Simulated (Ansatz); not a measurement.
# LiNbO3: energy against volume

LiNbO3 (R3c, 10.521 Å³/atom and stress up to 0.01 GPa in the relaxed cell, c along z) under hydrostatic pressure, with the cell free. PBEsol in Ansatz, a plane-wave DFT program (PAW, default set), 420 eV, 8×8×8 Γ-centred mesh, Fermi-Dirac smearing 0.05 eV; ions are relaxed, or left where forces stay under 0.02 eV/Å, within the symmetry of each cell.

Here V stands for volume and E for E less E0.

| volume (Å³/atom) | E less E0 (meV/atom) | pressure (GPa) |
|---|---|---|
| 10.7178 | 1.26 | -1.99 |
| 10.6160 | 0.32 | -0.99 |
| 10.5213 | 0.00 | 0.00 |
| 10.4950 | 0.02 | 0.29 |
| 10.4575 | 0.15 | 0.70 |
| 10.3877 | 0.62 | 1.49 |
| 10.2632 | 2.36 | 3.00 |
| 10.1095 | 6.19 | 5.00 |
| 9.7709 | ? | ? |

Taking the third-order Birch-Murnaghan form, a cubic in V^(-2/3) for E over the 8 complete rows: With u = V^(-2/3) - 0.2093, the rows have u = -0.0035864, -0.0022734, -0.0010330, -0.0006852, -0.0001868, 0.0007489, 0.0024442, 0.0045849. Least squares gives E = 0.211 + 398.3·u + 194946·u² + 573471·u³. Residuals (row less fit): -0.004, 0.014, -0.007, -0.009, 0.007, 0.001, 0.002, 0.000; standard error 0.010 (degrees of freedom: 4). Its minimum lies at u = -0.0010262, so V0 = (0.2082738)^(-3/2) = 10.52. There d²E/du² = 386400 and d³E/du³ = 3441000, so B0 = (4/9) × 10.52^(-7/3) × 386400 × 0.160218 = 113 GPa (the last factor turns the table's units into GPa), and B0' = 4 + (2/3) × 0.2082738 × (3441000)/386400 = 5.2. B0' rests on the cubic coefficient alone and has a standard error of 0.6 from these residuals.

Q: Predict the withheld E at V = 9.7709 from the fit, and compare with the calculation.

A: u = 0.0094981, so E = 0.211 + 398.3 × 0.0094981 + 194946 × 0.0094981² + 573471 × 0.0094981³ = 22.072 meV/atom. The calculation gives 21.88 meV/atom, 0.192 meV/atom below the prediction (0.9 % of the range of E in the table). The row lies outside the fitted rows, so this is an extrapolation. From the scatter of the fitted rows alone, a prediction at this place has a standard error of 0.172 meV/atom, so the miss is 1.1 times that.

The start is a measured cell from the literature; how it stands against other phases or cation orders wasn't checked. Other structures, which can take over under pressure, weren't tried. The same form fitted to the pressure column gives B0' = 5.2; series where the two differ by over 0.4 aren't shown. Rows are the converged runs of the series near zero and its far end, less any whose ions stayed unrelaxed beside relaxed ones; series whose fitted rows scatter by over a few per cent of the range, as at a crossing or softening among them, aren't shown in this form.
